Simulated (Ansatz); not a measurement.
Consider SnTe in the rock salt structure (space group Fm-3m, No. 225).

```yaml
crystal:
  lattice:
    - [0.00000, 3.11741, 3.11741]
    - [3.11741, 0.00000, 3.11741]
    - [3.11741, 3.11741, 0.00000]
  atoms:
    - { symbol: Sn, position: [0.00000, 0.00000, 0.00000] }
    - { symbol: Te, position: [0.50000, 0.50000, 0.50000] }
```

Cartesian axes are those of the cell as printed.

Calculations: Ansatz (a first-principles code), LDA, PAW, cutoff 420 eV, no spin-orbit coupling.

Now apply this change: the cell is stretched by 1.00 % along z with no lateral relaxation, atoms relaxed at fixed cell.

Task: Estimate the effect on the energy relative to the base.

Result: The energy grows by 1.3 meV/atom.

Task: Predict the new stress.

Result: The stress (xx, yy, zz, yz, xz, xy; compression positive) amounts to (-0.03, -0.03, -1.38, 0.00, 0.00, 0.00) GPa.

The cells carry an imposed strain or load. Whether these cells are dynamically stable was not tested.
